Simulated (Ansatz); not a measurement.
Input:

End structure of the (111)B surface of 3C silicon carbide, C-terminated, NH2 on every top atom (bottom of the slab: 1 H on 1 bottom site):

```xyz
12
Lattice="3.0971 0.0000 0.0000 -1.5486 2.6822 0.0000 0.0000 0.0000 28.0000" Properties=species:S:1:pos:R:3 pbc="T T T"
Si     1.5486     0.8941     9.6057
C      0.0000     1.7881    10.2379
Si     0.0000     1.7876    12.1323
C      0.0000    -0.0006    12.7643
Si     0.0000    -0.0012    14.6606
C      1.5486     0.8931    15.2915
Si     1.5486     0.8614    17.1867
C      0.0000     1.7553    17.8379
H      1.5486     0.8940     8.1055
N      0.0000     1.7021    19.3602
H      0.7724     2.2864    19.6873
H     -0.7724     2.2864    19.6873
```

Slab: 12 atoms, 11.7 Å thick at the start with caps and adatoms (thin: gaps and levels are the slab's own); k 6x6x1, smearing 0.025 eV, dipole-corrected; single point; on the structure that PBE left under its start's symmetry; no spin, no spin-orbit, no U. It is one candidate, not shown to be the stable structure of the face.

Estimate the highest filled level below the top vacuum level that HSE06, at the PBE geometry (Ansatz, an electronic-structure program) returns for this input.

4.61 eV

Estimate the gap of the slab on its k-mesh that HSE06, at the PBE geometry returns for this input.

1.61 eV
